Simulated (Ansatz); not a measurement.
The starting structures come from a database of crystals and need not be the phases stable at ambient conditions.

Inside the gap of an insulator the Bloch states are evanescent, with a wavenumber k + iκ along the transport direction.

Consider the following.

```
CELL_PARAMETERS angstrom
      3.99359     0.00000     0.00000
      0.00000     6.58611     0.00000
      1.99680     0.00000     3.45855
ATOMIC_POSITIONS crystal
  Ga 0.33333 0.00002 0.33333
  Ga 0.66667 0.50002 0.66667
  As 0.33333 0.62598 0.33333
  As 0.66667 0.12598 0.66667
```

The cell is taken as given.

Transport runs along the normal of the first two printed cell vectors, the (100) plane of the conventional cell.

The gap is the functional's own. No spin-orbit coupling. Mid-gap values are those at the computed energy nearest the middle.

Task: Give the band gap and the smallest decay constant κ at mid-gap that r2SCAN run with Ansatz (an electronic-structure program) yields.

Result: Gap 0.97 eV on a 10×6×10 mesh; κ = 0.058 1/Å, at the zone centre.
